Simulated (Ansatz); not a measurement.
# Pressure series in hypothetical CdI2 type CeO2

Base system: CeO2 in the CdI2 type structure (space group P-3m1, No. 164; a = 3.6017 Å, c = 4.5230 Å; a hypothetical phase, not in the database extracts checked).

Cell and atoms are relaxed at each pressure.

Level of theory: plane-wave PAW DFT at the PBE-D3(BJ) level (Ansatz, a quantum-chemistry and plane-wave program, 420 eV), spin-orbit coupling left out, earlier PAW set.

```tsv
case	band gap	smallest direct gap	width of the top valence band
base	2.23 eV	2.37 eV	0.51 eV
pressure −1 GPa	2.29 eV	2.44 eV	0.40 eV
pressure 0.3 GPa	2.21 eV	2.36 eV	0.54 eV
pressure 0.7 GPa	2.20 eV	2.34 eV	0.57 eV
pressure 1.5 GPa	2.16 eV	2.31 eV	0.64 eV
pressure 3 GPa	2.12 eV	2.27 eV	0.74 eV
pressure 5 GPa	2.07 eV	2.22 eV	0.87 eV
pressure 7.5 GPa	2.03 eV	2.18 eV	1.00 eV
pressure 10 GPa	1.99 eV	2.14 eV	1.12 eV
```

Load acts through the strain it causes; cell and atoms are relaxed under it. Whether these cells are dynamically stable was not tested. No other phases were tried under pressure. Starting moments died away, wholly or in part, for the base; another magnetic solution may exist. The final runs are not spin-polarised.
